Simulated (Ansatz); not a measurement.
Consider CuI in the zinc blende structure (space group F-43m, No. 216; a = 6.078 Å).

Modification: full substitution Cu → Ag; the structure is relaxed again.

Method: Kohn–Sham DFT with the PBE functional, run in Ansatz (an electronic-structure program) with PAW and 420 eV plane waves, scalar-relativistic without spin-orbit coupling, earlier PAW set.

Base, band edges from the VBM (valence, conduction): X -1.47, 2.72; W -1.23, 4.46; L -0.70, 2.13; Γ 0.00, 1.10; K -1.22, 3.09; U -1.22, 3.09 eV.

### Question
Give the band edges at the high-symmetry points of the new zone, measured from its valence-band maximum.

### Answer
```tsv
point	valence edge (eV)	conduction edge (eV)
Γ	0.00	1.34
X	-1.59	3.79
U	-1.26	3.98
K	-1.26	3.98
L	-0.64	2.79
W	-1.47	4.61
```

The gap is 1.34 eV, direct at Γ.

With I present, leaving out spin-orbit coupling can change the band edges. No phonon test of stability was made. All final runs are without spin polarisation.
